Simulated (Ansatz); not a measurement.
The starting structures come from a database of crystals and need not be the phases stable at ambient conditions.

Inside the gap of an insulator the Bloch states are evanescent, with a wavenumber k + iκ along the transport direction.

Given:

```xyz
9
Lattice="6.2055 0.0000 0.0000 0.0000 7.0505 0.0000 0.0000 -3.5252 6.1059" Properties=species:S:1:pos:R:3 pbc="T T T"
Hg     3.2351     3.5252     2.0353
Hg     3.2426     0.0000     0.0000
Hg     3.2461     0.0000     4.0706
Br     4.8364     2.3506     0.0021
Br     4.8364     2.3518     4.0691
Br     4.8364     5.8733     2.0346
Br     1.6461     1.1755     6.1038
Br     1.6461     1.1730     2.0360
Br     1.6461    -2.3485     4.0720
```

Space group of this cell: P3. The cell was relaxed by PBE-D3(BJ).

Transport runs along the normal of the first two printed cell vectors, the (100) plane of the conventional cell.

The gap is the functional's own, uncorrected, and κ follows it; spin-orbit coupling is left out. Mid-gap values are interpolated between the computed energies.

**Question.** Compute, with r2SCAN (Ansatz, an electronic-structure program), the band gap and the smallest decay constant κ at mid-gap.

**Answer.** Gap 1.96 eV on a 6×6×6 mesh; κ = 0.206 1/Å, at the zone centre.
